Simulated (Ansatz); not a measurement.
**Response to strain in GaSb**

Take GaSb in the zinc blende structure (space group F-43m, No. 216) as the base.

```
CELL_PARAMETERS angstrom
      0.00000     3.05573     3.05573
      3.05573     0.00000     3.05573
      3.05573     3.05573     0.00000
ATOMIC_POSITIONS crystal
  Ga 0.00000 0.00000 0.00000
  Sb 0.25000 0.25000 0.25000
```

Cartesian axes are those of the cell as printed.

Strains are applied to the cell and any free atomic positions relax; under biaxial strain the out-of-plane vector relaxes too.

Level of theory: PBEsol (Ansatz, a first-principles code, PAW, spin-orbit coupling left out).

Notes on the quantities. energy relative to the base: free energy F.

```json
[
 {"change": "base", "energy relative to the base": "0 meV/atom", "volume per atom": "28.53 Å³", "band gap": "zero"},
 {"change": "biaxial strain −3.00 %, plane normal [001], relaxed out of plane", "energy relative to the base": "+15 meV/atom", "volume per atom": "27.57 Å³", "band gap": "0.10 eV"},
 {"change": "biaxial strain −2.50 %, plane normal [001], relaxed out of plane", "energy relative to the base": "+10 meV/atom", "volume per atom": "27.73 Å³", "band gap": "0.09 eV"},
 {"change": "biaxial strain −2.00 %, plane normal [001], relaxed out of plane", "energy relative to the base": "+6.3 meV/atom", "volume per atom": "27.89 Å³", "band gap": "0.07 eV"},
 {"change": "biaxial strain −1.00 %, plane normal [001], relaxed out of plane", "energy relative to the base": "(withheld)", "volume per atom": "(withheld)", "band gap": "zero"},
 {"change": "biaxial strain −0.50 %, plane normal [001], relaxed out of plane", "energy relative to the base": "+0.4 meV/atom", "volume per atom": "28.37 Å³", "band gap": "zero"}
]
```

**Question.** What belongs in the blanks?

**Answer.** 
- biaxial strain −1.00 %, plane normal [001], relaxed out of plane, energy relative to the base: +1.5 meV/atom
- biaxial strain −1.00 %, plane normal [001], relaxed out of plane, volume per atom: 28.22 Å³

Spin-orbit coupling, missing from the scalar runs, can matter with Sb. Stability against distortions was not tested. The final runs are not spin-polarised. Gaps under 0.05 eV, about the width of the smearing, are given as zero. A zero or small gap of GaSb can be the functional's error rather than a property of the material.
